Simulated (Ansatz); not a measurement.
**Hypothetical fluorite ZrSe2, alloy series**

Start from ZrSe2 in the fluorite structure (space group Fm-3m, No. 225; a hypothetical phase, not in the database extracts checked).

ZrSe2 has the cubic space group Fm-3m (No. 225), the fluorite structure, Pearson symbol cF12. Cell: a = 6.508 Å, b = 6.508 Å, c = 6.508 Å, α = 90.00°, β = 90.00°, γ = 90.00°. Zr on 4a sees 8 Se at 2.818 Å (cubic). Se on 8c sees 4 Zr at 2.818 Å (tetrahedral). (Neighbours: up to the widest gap in distance over summed covalent radii, below 1.35, at either atom; cation-cation and far metal-metal contacts left out.)
(The calculation used a cell of 3 atoms; values per cell refer to that cell.)

The other end (x = 1) is ZrC2 in the fluorite structure (space group Fm-3m, No. 225; a hypothetical phase, not in the database extracts checked): 12.36 Å³/atom, gap zero; this end may not be an ambient phase.

C replaces a fraction x of Se; each row is one arrangement (x, atoms in the cell, starting space group or random), fully relaxed.

All numbers come from Ansatz (a quantum-chemistry and plane-wave program) PBEsol, no spin-orbit coupling, earlier PAW set.

Notes on the quantities. mixing energy: to 0.01 eV only: unlike meshes or grids; against an end that may be hypothetical.

```
change                       mixing energy  volume per atom
---------------------------  -------------  ---------------
base                                     –         22.97 Å³
x(C) = 0.25, 6 atoms, R3m    +0.12 eV/atom         20.21 Å³
x(C) = 0.5, 6 atoms, R-3m    +0.09 eV/atom         17.71 Å³
x(C) = 0.5, 6 atoms, P4/nmm  -0.34 eV/atom              ___
x(C) = 0.75, 6 atoms, P-4m2            ___              ___
```

Problem. Complete the table.

Solution. 
- x(C) = 0.5, 6 atoms, P4/nmm, volume per atom: 17.28 Å³
- x(C) = 0.75, 6 atoms, P-4m2, mixing energy: -0.13 eV/atom
- x(C) = 0.75, 6 atoms, P-4m2, volume per atom: 14.51 Å³

Each cell is one ordered arrangement of few atoms, which overstates ordering effects compared with a random alloy. Whether these cells are dynamically stable was not tested. All final runs are without spin polarisation. Zr2Se3C, ZrC2 and ZrSeC have a high density of states at the Fermi level and may be magnetic at this level. Under x(C) = 0.5, 6 atoms, R-3m and x(C) = 0.75, 6 atoms, P-4m2 the cell changed shape so far that it is another structure.
